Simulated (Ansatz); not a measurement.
Effect of pressure 1.8 GPa on Pb

Consider Pb in the fcc (Cu type) structure (space group Fm-3m, No. 225; a = 4.9909 Å).

Now apply this change: a hydrostatic pressure of 1.8 GPa.

The values are results of Ansatz (a quantum-chemistry and plane-wave program), r2SCAN, PAW, cutoff 500 eV, scalar-relativistic without spin-orbit coupling, not measurements. Settings: 16×16×16 k-points, 0.05 eV Fermi–Dirac smearing.

The volume per atom falls by 1.10 Å³ to 29.98 Å³ and the density goes up by 0.41 g/cm³ (11.07 g/cm³ → 11.48 g/cm³). The lattice parameter a shrinks by 0.060 Å, from 4.991 Å to 4.931 Å and the shortest interatomic distance drops by 0.042 Å to 3.487 Å. The band gap stays zero.

Final structure:

```
CELL_PARAMETERS angstrom
      0.00000     2.46561     2.46561
      2.46561     0.00000     2.46561
      2.46561     2.46561     0.00000
ATOMIC_POSITIONS crystal
  Pb 0.00000 0.00000 0.00000
```

Cost of the whole job for the changed cell (relaxation, final SCF and bands): around 30 core-seconds (rough).

Load acts through the strain it causes; cell and atoms are relaxed under it. Stability against distortions was not tested.
